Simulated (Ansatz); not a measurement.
Equilibrium volume per atom (Å³/atom) of solids drawn from the class of silicides and borides, at two levels: PBE in Ansatz (plane waves, PAW), and LDA in Ansatz (plane waves, PAW).

| solid | PBE | LDA |
|---|---|---|
| C11b WSi2 | 13.67 | 13.14 |
| AlB2-type TiB2 | 8.56 | 8.17 |
| C11b MoSi2 | 13.58 | ? |
| AlB2-type ZrB2 | 10.28 | 9.88 |
| AlB2-type MgB2 | 9.62 | 9.19 |
| AlB2-type HfB2 | 9.96 | 9.51 |

**Question.** Estimate the withheld LDA value from the other rows.

**Answer.** One way: carry over the typical ratio. The ratios LDA / PBE of the other rows, in order: 0.9544, 0.9548, 0.9553, 0.9611, 0.9612; median 0.9553. C11b MoSi2: 13.58 × 0.9553 = 12.97 Å³/atom; the run gives 13.06 Å³/atom. The ratios spread from 0.9544 to 0.9612. C11b MoSi2 lies outside that spread.

Of 6 rows, LDA is the larger in 0 and the smaller in 6.

Ansatz's runs of these crystals have no spin polarisation.

Spin–orbit coupling is left out, also for the solids with elements from indium on (C11b WSi2, AlB2-type HfB2); its size isn't shown.

Ansatz's density-functional and Hartree–Fock values are scalar-relativistic unless marked +SOC, with PAW data made under PBE.

Ansatz is a quantum-chemistry and plane-wave program.
